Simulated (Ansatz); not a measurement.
Take GaP in the zinc blende structure (space group F-43m, No. 216; a = 5.4385 Å) as the base.

The change: In takes the place of Ga on all its sites, then cell and atoms are relaxed.

Levels (all Ansatz, an electronic-structure program, PAW): PBEsol (420 eV, without spin-orbit coupling); PBEsol+SOC (420 eV, noncollinear with spin-orbit coupling).

The geometry is relaxed with PBEsol.

```
Item                                        Value
----------------------------  -------------------
PBEsol band gap                           0.57 eV
PBEsol valence-band top at Γ  0.00, 0.00, 0.00 eV
PBEsol electron mass              0.046 mₑ (at Γ)
```

Problem. Predict the band gap, valence-band top at Γ and electron mass from PBEsol+SOC.

Solution. The band gap drops by 0.03 eV to 0.54 eV; the valence-band top at Γ (three highest Kramers pairs, from the VBM) becomes 0.00, 0.00, -0.10 eV (PBEsol: 0.00, 0.00, 0.00 eV); the electron mass is still 0.046 mₑ (at Γ). The threefold valence maximum splits by Δso ≈ 0.10 eV.

Single points use the geometry relaxed with PBEsol. The spin-orbit shifts are approximate. Effective masses come from finite differences of ±0.01 Å⁻¹. Whether these cells are dynamically stable was not tested.
